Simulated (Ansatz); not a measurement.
Given:

```
InSb
1.0
    4.72861     0.00000     0.00000
    0.00000     4.72861     0.00000
    2.36431    -2.36431     3.20838
In Sb
1 1
Cartesian
  0.00000   0.00000   0.00000
  4.72861   2.36431   1.60419
```

No spin polarisation.

All numbers come from r2SCAN (Ansatz, a program for electronic structure, PAW, scalar-relativistic without spin-orbit coupling). k-mesh 12×12×12 (Γ-centred); smearing 0.05 eV (Fermi–Dirac).

Estimate the pressure (mean of the normal stresses, compression positive).

-0.8 GPa.

Estimate the space group.

I-4m2 (No. 119).

The cells carry an imposed strain or load. Whether these cells are dynamically stable was not tested. The cell was made from InSb in the zinc blende structure (space group F-43m, No. 216) by this change: biaxial strain +2.00 %, plane normal [001], relaxed out of plane.
